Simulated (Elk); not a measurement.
Input and output of a self-consistent single point for AlV₂C (P6_3/mmc, 8 atoms in the cell) (Elk).

Level of theory: PBE, all-electron FP-LAPW, Elk's shipped species files, default APW+lo basis in Elk.

The change in words: lattice scaled by 0.98. Reference geometry:
```
AlV2C
1.0
    2.85237     0.00000     0.00000
   -1.42619     2.47023     0.00000
    0.00000     0.00000    12.94494
Al V C
2 4 2
Direct
  0.33333   0.66667   0.25000
  0.66667   0.33333   0.75000
  0.33333   0.66667   0.58638
  0.66667   0.33333   0.41362
  0.66667   0.33333   0.08638
  0.33333   0.66667   0.91362
  0.00000   0.00000   0.00000
  0.00000   0.00000   0.50000
```

Reference input (self-consistent single point, DFT, PBE, all-electron FP-LAPW, Elk's shipped species files, default APW+lo basis): xctype = 20; stype = 0; swidth = 0.00499791 Ha; ngridk = 12 12 3; maxscl = 100. This run's input differs from it in these lines:

```diff
@@ -16,8 +16,8 @@
 scale
-  5.390200272
+  5.28239614
 
 avec
-    1.0000000000    0.0000000758    0.0000000000
-   -0.5000000656    0.8660253659    0.0000000000
-    0.0000000000    0.0000000000    4.5383087744
+    1.0000000000    0.0000000286    0.0000000000
+   -0.5000000247    0.8660253895    0.0000000000
+    0.0000000000    0.0000000000    4.5383088190
```

Log, with long lists cut:

```
│ Self-consistent loop started │
│ Loop number : 1 │
 total energy                :     -4357.83948371
│ Loop number : 2 │
 total energy                :     -4357.92616820
RMS change in Kohn-Sham potential (target) :    1.986251375     (  0.1000000000E-05)
Absolute change in total energy (target)   :   0.8668448981E-01 (  0.1000000000E-03)
│ Loop number : 3 │
 total energy                :     -4358.31205888
RMS change in Kohn-Sham potential (target) :    1.966778682     (  0.1000000000E-05)
Absolute change in total energy (target)   :   0.4075618019     (  0.1000000000E-03)
│ Loop number : 4 │
   [... lines left out ...]
Absolute change in total energy (target)   :   0.7078142426E-04 (  0.1000000000E-03)
│ Loop number : 18 │
 total energy                :     -4359.54169814
RMS change in Kohn-Sham potential (target) :   0.9301810977E-06 (  0.1000000000E-05)
Absolute change in total energy (target)   :   0.1185379351E-03 (  0.1000000000E-03)
│ Loop number : 19 │
 total energy                :     -4359.54175221
RMS change in Kohn-Sham potential (target) :   0.2960324980E-06 (  0.1000000000E-05)
Absolute change in total energy (target)   :   0.2443213089E-04 (  0.1000000000E-03)
Convergence targets achieved

│ Loop number : 20 │

Energies :
 Fermi                       :     0.415905288371
 total energy                :     -4359.54175929

Density of states at Fermi energy :    117.4518686
 (states/Hartree/unit cell)

Estimated indirect band gap :   0.9059193272E-03
 from k-point     28 to k-point     15
Estimated direct band gap   :   0.1054350137E-02
 at k-point     27

Charges :
 core                        :    52.00000000
 valence                     :    78.00000000
 interstitial                :    13.37287032
 muffin-tins (core leakage)
  species :    1 (Al)
   atom    1                 :    11.38518192     (  0.4847841081E-03)
   atom    2                 :    11.38518192     (  0.4847841081E-03)
  species :    2 (V)
   atom    1                 :    21.07634685     (  0.5099495937E-08)
   [... lines left out ...]
  species :    3 (C)
   atom    1                 :    4.775689220     (  0.3073362489E-04)
   atom    2                 :    4.775689220     (  0.3073362489E-04)
 total in muffin-tins        :    116.6271297
 total calculated charge     :    129.9988580
 total charge                :    130.0000000
 error                       :   0.1141956323E-02

│ Self-consistent loop stopped │
```

The run converged in 20 iterations. The count includes the last loop, which Elk runs after its targets are met. 

The starting cell comes from a database of computed structures (which also holds hypothetical and non-ambient phases and stackings), without a prior relaxation at this level. Its lattice was rescaled by a random factor within 2.5 % of one. For this run, on top of that: lattice scaled by 0.98. Spin polarisation is off. Values depend on the basis (sphere radii, cutoffs, local orbitals), which need not be converged. The log's line on a gap gives a spacing of levels on this mesh, which the program prints for metals too.

Cost on one core of a shared machine: roughly 2 min.
